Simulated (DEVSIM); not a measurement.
Device: abrupt GaAs n-p junction, at 300 K.

```
layer (left to right)  material  thickness (μm)  Nd (cm⁻³)  Na (cm⁻³)  τn (s)  τp (s)
---------------------  --------  --------------  ---------  ---------  ------  ------
1                          GaAs            9.40       1e17          -   5e-10   5e-10
2                          GaAs           0.850          -     2.4e16   5e-10   5e-10
```

Left contact: ohmic. Right contact: ohmic. Voltage is applied to the left contact. Recombination: SRH at mid-gap. Mobility is μmin + (μ − μmin)/(1 + (N/Nref)^α).

Constants are typed, rounded textbook-type inputs, not results; the design itself was drawn at random and stands for no fabricated device. Values at 300 K; Nc and Nv go as T^1.5, mobilities as T to minus their exponent, the gap by Varshni's rule with the affinity fixed.

```tsv
parameter	GaAs
gap (eV)	1.424
affinity (eV)	4.07
permittivity	12.9
Nc (cm⁻³)	4.7e17
Nv (cm⁻³)	9e18
μn (cm²/Vs)	8500
μp (cm²/Vs)	400
μn,min	500
μp,min	20
Nref,n	6e16
Nref,p	1.5e17
αn	0.39
αp	0.38
T exponent of μn	2.1
T exponent of μp	2.2
Varshni α (eV/K)	0.000541
Varshni β (K)	204
```

Model (solved in DEVSIM): 1D drift-diffusion, Boltzmann statistics, complete ionisation; no tunnelling, impact ionisation, image-force lowering or self-heating.

The temperature was swept, all else fixed.

```json
[
 {"temperature (K)": "250", "potential step across the device at zero bias (V)": "1.297", "dark forward voltage at 100 A/cm² (V)": "1.173", "largest field in the device at zero bias (V/cm)": "83000", "dark forward voltage at 1 A/cm² (V)": "1.068"},
 {"temperature (K)": "300", "potential step across the device at zero bias (V)": "1.231", "dark forward voltage at 100 A/cm² (V)": "[?]", "largest field in the device at zero bias (V/cm)": "80000", "dark forward voltage at 1 A/cm² (V)": "[?]"},
 {"temperature (K)": "350", "potential step across the device at zero bias (V)": "1.162", "dark forward voltage at 100 A/cm² (V)": "0.997", "largest field in the device at zero bias (V/cm)": "77000", "dark forward voltage at 1 A/cm² (V)": "0.849"},
 {"temperature (K)": "400", "potential step across the device at zero bias (V)": "1.090", "dark forward voltage at 100 A/cm² (V)": "0.907", "largest field in the device at zero bias (V/cm)": "74000", "dark forward voltage at 1 A/cm² (V)": "0.736"},
 {"temperature (K)": "450", "potential step across the device at zero bias (V)": "1.016", "dark forward voltage at 100 A/cm² (V)": "0.814", "largest field in the device at zero bias (V/cm)": "71000", "dark forward voltage at 1 A/cm² (V)": "0.621"},
 {"temperature (K)": "500", "potential step across the device at zero bias (V)": "0.940", "dark forward voltage at 100 A/cm² (V)": "0.720", "largest field in the device at zero bias (V/cm)": "68000", "dark forward voltage at 1 A/cm² (V)": "0.504"}
]
```

Q: What belongs in the gaps?

A: 
- 300, dark forward voltage at 100 A/cm² (V): 1.086
- 300, dark forward voltage at 1 A/cm² (V): 0.960
